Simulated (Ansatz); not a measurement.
How a calculation on PPd3 (Pnma, 16 atoms in the cell) responds to its settings

```
CELL_PARAMETERS angstrom
      5.97100     0.00000     0.00000
      0.00000     7.44500     0.00000
      0.00000     0.00000     5.16600
ATOMIC_POSITIONS crystal
  Pd 0.02640 0.25000 0.87000
  Pd 0.47360 0.75000 0.37000
  Pd 0.52640 0.25000 0.63000
  Pd 0.97360 0.75000 0.13000
  P  0.88340 0.25000 0.45500
  P  0.61660 0.75000 0.95500
  P  0.38340 0.25000 0.04500
  P  0.11660 0.75000 0.54500
  Pd 0.17630 0.06360 0.33730
  Pd 0.32370 0.93640 0.83730
  Pd 0.67630 0.43640 0.16270
  Pd 0.82370 0.56360 0.66270
  Pd 0.82370 0.93640 0.66270
  Pd 0.67630 0.06360 0.16270
  Pd 0.32370 0.56360 0.83730
  Pd 0.17630 0.43640 0.33730
```

Base run A: PBEsol, default PAW files made with PBE (Ansatz, a quantum-chemistry and plane-wave program), self-consistent single point.

Its settings: kpoints.mp_grid.grid = 6 5 7; hamiltonian.xc = pbesol; hamiltonian.pseudopotentials = {kind: paw} (the program's default PAW files); scf.occupations.method = cold; scf.occupations.width = 0.05 eV.

The starting cell comes from a database of published, mostly measured structures (it also holds non-ambient and calculated ones), without a prior relaxation at this level. Spin polarisation is off. Ansatz's pressure includes its estimate of the finite-basis (Pulay) stress.

ΔF is the free energy per atom less that of run A. 

Run A gave: pressure (GPa) -0.99; largest force (eV/Å) 0.212; k-points 48.

Runs:
- B: kpoints.mp_grid.grid, kpoints.mp_grid.shift = 4 3 5, default
- C: kpoints.mp_grid.grid, kpoints.mp_grid.shift = 4 3 5, 0.5 0.5 0.5
- D: kpoints.mp_grid.grid, kpoints.mp_grid.shift = 5 4 5, default
- E: kpoints.mp_grid.grid, kpoints.mp_grid.shift = 5 4 5, 0.5 0.5 0.5
- F: kpoints.mp_grid.grid, kpoints.mp_grid.shift = 6 5 6, default
- G: kpoints.mp_grid.grid, kpoints.mp_grid.shift = 6 5 6, 0.5 0.5 0.5
- H: kpoints.mp_grid.grid, kpoints.mp_grid.shift = 6 5 7, 0.5 0.5 0.5
- I: kpoints.mp_grid.grid, kpoints.mp_grid.shift = 6 5 7, 0 0 0.5

Question: What does run C change against A?

Answer: The free energy rises by 2.0 meV/atom, the pressure stays near -0.99 GPa while the xx stress (positive for compression) goes from -0.73 to -0.22 GPa and the largest force goes from 0.212 to 0.199 eV/Å.

Question: What does run H change against A?

Answer: The free energy falls by 1.0 meV/atom, the pressure hardly changes (-0.99 to -1.02 GPa) and the largest force hardly changes (0.212 to 0.206 eV/Å).

Question: What does run E change against A?

Answer: The free energy drops by 2.0 meV/atom, the pressure hardly changes (-0.99 to -0.92 GPa) and the largest force goes from 0.212 to 0.201 eV/Å.

| run | ΔF (meV/atom) | pressure (GPa) | largest force (eV/Å) | k-points |
|---|---|---|---|---|
| A | 0.00 | -0.99 | 0.212 | 48 |
| B | -0.34 | -1.04 | 0.205 | 18 |
| C | 1.96 | -0.99 | 0.199 | 12 |
| D | 0.66 | -0.98 | 0.217 | 27 |
| E | -2.0 | -0.92 | 0.201 | 18 |
| F | -0.12 | -1.00 | 0.201 | 48 |
| G | -0.65 | -1.04 | 0.199 | 27 |
| H | -1.01 | -1.02 | 0.206 | 36 |
| I | -0.54 | -1.01 | 0.200 | 48 |

Keys are those of Ansatz 0.2.
